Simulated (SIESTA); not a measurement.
# SIESTA run on NaCu3O4 (Cm, 8 atoms in the cell): self-consistent single point

Method: SIESTA with LDA PW92, numerical atomic orbitals DZP, PseudoDojo LDA standard norm-conserving potentials (rewritten from UPF to PSML).

Input as run:

```
# files in the folder: Na.psml Cu.psml O.psml (PseudoDojo LDA standard)
SystemName  NaCu3O4
SystemLabel siesta

NumberOfAtoms                8
NumberOfSpecies              3
%block ChemicalSpeciesLabel
  1 11 Na
  2 29 Cu
  3 8 O
%endblock ChemicalSpeciesLabel
LatticeConstant              1.0 Ang
%block LatticeVectors
     5.368100000   -2.702868000    0.000000000
     5.368100000    2.702868000    0.000000000
    -0.004178000    0.000000000    3.479835000
%endblock LatticeVectors
AtomicCoordinatesFormat      Ang
%block AtomicCoordinatesAndAtomicSpecies
     0.070575521    0.000000000    1.756203128  1
     8.172068257    0.000000000    0.004245399  2
     2.630547375   -0.000000000    0.030274564  2
     5.391551051   -0.000000000    3.449003662  2
     4.000273234    1.311593726    0.029056622  3
     4.000273234   -1.311593726    0.029056622  3
     6.797000839    1.307323194    3.470787429  3
     6.797000839   -1.307323194    3.470787429  3
%endblock AtomicCoordinatesAndAtomicSpecies

XC.functional                LDA
XC.authors                   PW92
PAO.BasisSize                DZP
PAO.EnergyShift              0.01 Ry
MeshCutoff                   350 Ry
%block kgrid.MonkhorstPack
    4   0   0  0.0
    0   4   0  0.0
    0   0   6  0.0
%endblock kgrid.MonkhorstPack
OccupationFunction           MP
OccupationMPOrder            0
ElectronicTemperature        136.0 meV

MaxSCFIterations             150
SCF.Mixer.Method             Pulay
SCF.Mixer.Weight             0.2
SCF.Mixer.History            8
SCF.DM.Tolerance             1.0E-04
Diag.ParallelOverK           true
WriteForces                  true
Charge.Mulliken              end
```

Output, abridged:

```
reinit: Reading from file input.fdf

reinit: System Name: NaCu3O4
reinit: System Label: siesta

coor:   Atomic-coordinates input format  =     Cartesian coordinates
coor:                                          (in Angstroms)

siesta: Atomic coordinates (Bohr) and species
siesta:      0.13337   0.00000   3.31874  1        1
siesta:     15.44297   0.00000   0.00802  2        2
siesta:      4.97101  -0.00000   0.05721  2        3
siesta:     10.18855  -0.00000   6.51767  2        4
siesta:      7.55942   2.47855   0.05491  3        5
siesta:      7.55942  -2.47855   0.05491  3        6
siesta:     12.84447   2.47048   6.55884  3        7
siesta:     12.84447  -2.47048   6.55884  3        8

siesta: System type = bulk

initatomlists: Number of atoms, orbitals, and projectors:      8   118   114

siesta: ******************** Simulation parameters ****************************
redata: Spin configuration                          = none
redata: Time-Reversal Symmetry                      = T
redata: Number of Atomic Species                    =        3
redata: Mesh Cutoff                                 =   350.0000 Ry
redata: Net charge of the system                    =     0.0000 |e|
redata: Min. number of SCF Iter                     =        0
redata: Max. number of SCF Iter                     =      150
redata: SCF convergence failure will abort job
redata: SCF mix quantity                            = Hamiltonian
redata: Mix DM or H after convergence               =   F
redata: Recompute H after scf cycle                 =   F
redata: Mix DM in first SCF step                    =   T
redata: No kicks to SCF
redata: DM Mixing Weight for Kicks                  =     0.5000
redata: Require Harris convergence for SCF          =   F
redata: Harris energy tolerance for SCF             =     0.000100 eV
redata: Require DM convergence for SCF              =   T
   [... lines left out ...]
diag: Used triangular part                          = Lower
diag: Absolute tolerance                            =  0.100E-15
diag: Orthogonalization factor                      =  0.100E-05
diag: Memory factor                                 =  1.0000

superc: Internal auxiliary supercell:     5 x     5 x     7  =     175
superc: Number of atoms, orbitals, and projectors:   1400  20650  19950

                        Single-point calculation

superc: Internal auxiliary supercell:     5 x     5 x     7  =     175
superc: Number of atoms, orbitals, and projectors:   1400  20650  19950

outcell: Unit cell vectors (Ang):
        5.368100   -2.702868    0.000000
        5.368100    2.702868    0.000000
       -0.004178    0.000000    3.479835

outcell: Cell vector modules (Ang)   :    6.010157    6.010157    3.479838
outcell: Cell angles (23,13,12) (deg):     90.0614     90.0614     53.4510
outcell: Cell volume (Ang**3)        :    100.9797
new_DM -- step:     1
Initializing Density Matrix...

Attempting to read DM from file... Failed...
DM filled with atomic data:

InitMesh: MESH = 64 x 64 x 48 = 196608
InitMesh: Mesh cutoff (required, used) =   350.000   392.845 Ry

stepf: Methfessel-Paxton step function
       Using Hermite-Gauss polynomials of order  0
        iscf     Eharris(eV)        E_KS(eV)     FreeEng(eV)     dDmax    Ef(eV) dHmax(eV)
   scf:    1   -17718.939353   -18246.990321   -18247.052446  3.071277  2.089317 63.629992
   scf:    2   -18516.990179   -18493.304487   -18493.329928  3.127028 -4.778404  6.512614
   scf:    3   -18494.415596   -18494.568473   -18494.594797  0.148727 -4.592369  2.978393
   scf:    4   -18494.731948   -18494.782089   -18494.808818  0.076440 -4.602385  2.465904
   scf:    5   -18494.857133   -18494.838804   -18494.868045  0.027419 -4.606816  1.531961
   scf:    6   -18494.870500   -18494.864977   -18494.903077  0.039718 -4.648528  0.328794
   [... 4 lines left out ...]
   scf:   11   -18494.868698   -18494.868625   -18494.908973  0.001541 -4.651480  0.011915
   scf:   12   -18494.868672   -18494.868650   -18494.908976  0.000153 -4.651646  0.003049
   scf:   13   -18494.868670   -18494.868660   -18494.908976  0.000112 -4.651826  0.000973
   scf:   14   -18494.868657   -18494.868659   -18494.908976  0.000124 -4.652132  0.000192
   scf:   15   -18494.868656   -18494.868657   -18494.908976  0.000013 -4.652164  0.000133
SCF Convergence by DM+H criterion
max |DM_out - DM_in|         :     0.0000131213
max |H_out - H_in|      (eV) :     0.0001333623
SCF cycle converged after 15 iterations

Using DM_out to compute the final energy and forces

siesta: E_KS(eV) =           -18494.8687

siesta: E_KS - E_eggbox =    -18494.8687

siesta: Atomic forces (eV/Ang):
     1   -0.050689   -0.000000   -0.026415
     2   -0.489819    0.000000   -0.103943
     3    0.524932    0.000000   -0.030938
     4    0.046216    0.000000    0.073844
     5    0.088095   -0.633297    0.045365
     6    0.088095    0.633297    0.045365
     7   -0.098729   -0.568854   -0.003790
     8   -0.098729    0.568854   -0.003790
   Tot    0.009373    0.000000   -0.004302
   Max    0.633297
   Res    0.290587    sqrt( Sum f_i^2 / 3N )
   Max    0.633297    constrained

Stress tensor Voigt[x,y,z,yz,xz,xy] (kbar):       82.58       83.55       67.61       -0.00        1.75       -0.00
(Free)E + p*V (eV/cell)   -18499.8197
Target enthalpy (eV/cell)   -18494.9090

siesta: Program's energy decomposition (eV):
siesta: Ebs     =     -2879.360741
siesta: Eions   =     23059.139684
siesta: Ena     =      1322.621407
siesta: Ekin    =      9029.581371
siesta: Enl     =     -3425.772947
siesta: Eso     =         0.000000
siesta: Edftu   =         0.000000
siesta: DEna    =       127.605424
siesta: DUscf   =        12.396387
siesta: DUext   =         0.000000
siesta: Ex      =     -2305.973173
siesta: Ec      =      -196.187442
siesta: Exc     =     -2502.160616
siesta: Eharris =    -18494.868656
siesta: Etot    =    -18494.868657
siesta: FreeEng =    -18494.908976

siesta: Atomic forces (eV/Ang):
siesta:      1   -0.050689   -0.000000   -0.026415
siesta:      2   -0.489819    0.000000   -0.103943
siesta:      3    0.524932    0.000000   -0.030938
siesta:      4    0.046216    0.000000    0.073844
siesta:      5    0.088095   -0.633297    0.045365
siesta:      6    0.088095    0.633297    0.045365
siesta:      7   -0.098729   -0.568854   -0.003790
siesta:      8   -0.098729    0.568854   -0.003790
siesta: ----------------------------------------
   [... lines left out ...]
siesta: Cell volume =        100.979701 Ang**3
siesta:         -77.91564593        -46.09404516  kBar
   [... lines left out ...]
              0.225   1.267   1.764   1.723   1.763   1.744   0.160   0.221

              0.176   0.220   0.224
   4 18.385   1.974   0.492  -0.098   1.996   2.006   1.996   0.263   0.190
              0.215   1.377   1.804   1.737   1.798   1.766   0.155   0.176

              0.152   0.183   0.205

Species: O
Atom  Qatom  Qorb
               2s      2s      2py     2pz     2px     2py     2pz     2px
               3Pdxy   3Pdyz   3Pdz2   3Pdxz   3Pdx2-y2
   5  6.528   1.680   0.065   1.660   1.833   1.643  -0.149  -0.101  -0.146
              0.012   0.007   0.007   0.007   0.012
   6  6.528   1.680   0.065   1.660   1.833   1.643  -0.149  -0.101  -0.146
              0.012   0.007   0.007   0.007   0.012
   7  6.532   1.682   0.064   1.665   1.836   1.645  -0.151  -0.103  -0.149
              0.012   0.007   0.007   0.007   0.012
   8  6.532   1.682   0.064   1.665   1.836   1.645  -0.151  -0.103  -0.149
              0.012   0.007   0.007   0.007   0.012

mulliken: Qtot =       90.000

Mulliken Atomic Populations:
Atom #   charge [q] valence [e]  Species
     1     0.081404    8.918596  Na
     2     0.715412   18.284588  Cu
     3     0.710274   18.289726  Cu
     4     0.614576   18.385424  Cu
     5    -0.528402    6.528402  O
     6    -0.528402    6.528402  O
     7    -0.532431    6.532431  O
     8    -0.532431    6.532431  O
 Total     0.000000
```

The run converged in 15 iterations.

The starting cell comes from a database of computed structures (which also holds hypothetical and non-ambient phases and stackings), without a prior relaxation at this level. Its lattice was rescaled by a random factor within 2.5 % of one. Spin polarisation is off, so a magnetic state, if there is one, cannot be reached. Values carry the incompleteness of an atom-centred basis. With a pressure of about -8 GPa the cell is away from its equilibrium volume at this level. The run gives no clean gap (levels at the Fermi energy touch, overlap or are partly filled at this smearing), which alone does not show that the compound is a metal.
